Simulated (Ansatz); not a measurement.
Re (Fm-3m, No. 225, 1 atom in the cell; start mp-8642; another form than the element's usual one)

All values below come from r²SCAN (PAW; Ansatz, a program for electronic structure).

Run with plane-wave cutoff 560 eV, 24×24×24 k mesh, Fermi–Dirac smearing 0.05 eV, no spin polarisation, scalar-relativistic PAW data made under PBE.

Cell (relaxed at this level):

```xyz
1
Lattice="0.0000 1.9466 1.9466 1.9466 0.0000 1.9466 1.9466 1.9466 0.0000" Properties=species:S:1:pos:R:3 pbc="T T T"
Re     0.0000     0.0000     0.0000
```

```json
{
  "bulk modulus B0": "389 GPa"
}
```

Note: the run has no spin polarisation, so it can have missed a magnetic state; the bulk modulus is −V dP/dV from two relaxed cells at ±2 % in volume; the relaxation could not lower the start's symmetry, so the cell can be a saddle point above a distorted one.

Spin–orbit coupling is not included.

Computed values are for the static lattice.

A start named mp-… is a Materials Project structure, which need not be a measured phase.
